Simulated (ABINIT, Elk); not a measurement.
An ABINIT input for a self-consistent single point of ZrHg3 (Pm-3m, 4 atoms in the cell) (DFT, LDA (PW92), plane waves, norm-conserving pseudopotentials (PseudoDojo nc-sr-04 LDA standard)):

```
# ZrHg3, PseudoDojo nc-sr-04 LDA standard
pp_dirpath "./"
pseudos "Zr.upf, Hg.upf"
acell 3*1.0 Angstrom
rprim
         4.3293850000    0.0000000000    0.0000000000
         0.0000000000    4.3293850000    0.0000000000
         0.0000000000    0.0000000000    4.3293850000
natom 4
ntypat 2
znucl 40 80
typat 1 2 2 2
xred
         0.0000000000    0.0000000000    0.0000000000
         0.5000000000    0.5000000000    0.0000000000
         0.0000000000    0.5000000000    0.5000000000
         0.5000000000    0.0000000000    0.5000000000
ecut 35 Ha
occopt 7
tsmear 0.1 eV
nband 46
kptopt 1
ngkpt 8 8 8
nshiftk 1
shiftk 0 0 0
nstep 80
tolvrs 1.0e-11
prtwf 0
prtden 0
enunit 1
```

Write the same calculation as an input for Elk.

This is the input that was run; spellings and numerical settings could be chosen otherwise.

```
tasks
  0

rmtscf
  0.99

stype
  0

swidth
  0.00367493

maxscl
  100

avec
    8.1813519381    0.0000000000    0.0000000000
    0.0000000000    8.1813519381    0.0000000000
    0.0000000000    0.0000000000    8.1813519381

atoms
  2
  'Zr.in'
  1
  0.0000000000  0.0000000000  0.0000000000    0.0 0.0 0.0
  'Hg.in'
  3
  0.5000000000  0.5000000000  0.0000000000    0.0 0.0 0.0
  0.0000000000  0.5000000000  0.5000000000    0.0 0.0 0.0
  0.5000000000  0.0000000000  0.5000000000    0.0 0.0 0.0

ngridk
  8 8 8
```

Basis settings and potentials, where a program has them, do not carry over. This input uses DFT, LDA (PW92), all-electron FP-LAPW, Elk's shipped species files, default APW+lo basis. LDA parametrisations can differ slightly between programs.

The starting cell comes from a database of computed structures (which also holds hypothetical and non-ambient phases and stackings), without a prior relaxation at this level. For this run, on top of that: lattice scaled by 0.98.
